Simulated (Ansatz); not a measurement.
Sr under a change: Sr interstitial (started 3.05 Å from the nearest host atom), symmetric start

Take a 12-atom supercell of Sr in the fcc (Cu type) structure (space group Fm-3m, No. 225; a = 6.100 Å) at its relaxed geometry as the base.

One thing is altered: one Sr atom is added in an open site, starting 3.05 Å from the nearest host atom, atoms relaxed at fixed cell.

The values are results of Ansatz (an electronic-structure program), r2SCAN, PAW, cutoff 500 eV, no SOC, earlier PAW set, not measurements. Settings: 5×4×5 k-points, 0.05 eV Fermi–Dirac smearing.

The largest displacement of a host atom from its site in the perfect cell is 0.40 Å and the final site of the added atom is 6 Sr at 3.40 Å (octahedral).

Cost of the whole job for the changed cell (relaxation, final SCF and bands): roughly 15 core-minutes.

In so small a cell the defect repeats every few ångströms: this is an ordered compound, not a dilute defect. The defect started on the symmetric site and kept its symmetry, so it may sit on a saddle. The defect cell is not spin-polarised.
